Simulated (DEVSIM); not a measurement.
Structure: abrupt Ge p-n junction, at 400 K.

```
layer (left to right)  material  thickness (μm)  Nd (cm⁻³)  Na (cm⁻³)  τn (s)  τp (s)
---------------------  --------  --------------  ---------  ---------  ------  ------
1                            Ge            87.0          -     5.8e15  2.4e-6  2.4e-6
2                            Ge            25.0     6.3e15          -  2.4e-6  2.4e-6
```

Left contact: ohmic. Right contact: ohmic. Voltage is applied to the left contact. Recombination: SRH at mid-gap, Auger. Mobility is μmin + (μ − μmin)/(1 + (N/Nref)^α).

The device is made up for the run: typed textbook-type constants, with dimensions and the other settings drawn at random. Values at 300 K; Nc and Nv go as T^1.5, mobilities as T to minus their exponent, the gap by Varshni's rule with the affinity fixed.

| parameter | Ge |
|---|---|
| gap (eV) | 0.664 |
| affinity (eV) | 4 |
| permittivity | 16 |
| Nc (cm⁻³) | 1.04e19 |
| Nv (cm⁻³) | 6e18 |
| μn (cm²/Vs) | 3900 |
| μp (cm²/Vs) | 1900 |
| μn,min | 150 |
| μp,min | 100 |
| Nref,n | 2.6e17 |
| Nref,p | 4e17 |
| αn | 0.56 |
| αp | 0.6 |
| T exponent of μn | 1.66 |
| T exponent of μp | 2.33 |
| Cn (cm⁶/s) | 1e-31 |
| Cp (cm⁶/s) | 1e-31 |
| Varshni α (eV/K) | 0.000477 |
| Varshni β (K) | 235 |

DEVSIM, 1D drift-diffusion, Boltzmann statistics, complete ionisation; no tunnelling, impact ionisation, image-force lowering or self-heating.

The doping Nd of layer 2 was swept, all else fixed.

```csv
doping Nd of layer 2 (cm^-3),largest field in the device at zero bias (V/cm),dark forward voltage at 100 A/cm² (V),potential step across the device at zero bias (V)
1.9e14,3000,0.498,0.053
6.3e14,3300,0.480,0.058
1.9e15,4000,0.442,0.072
6.3e15,6400,0.384,0.103
1.9e16,10000,0.331,0.140
6.3e16,___,___,0.181
1.9e17,26000,0.265,0.219
```

Problem. Some entries are withheld; supply them.

Solution. 
- 6.3e16, largest field in the device at zero bias (V/cm): 16000
- 6.3e16, dark forward voltage at 100 A/cm² (V): 0.288
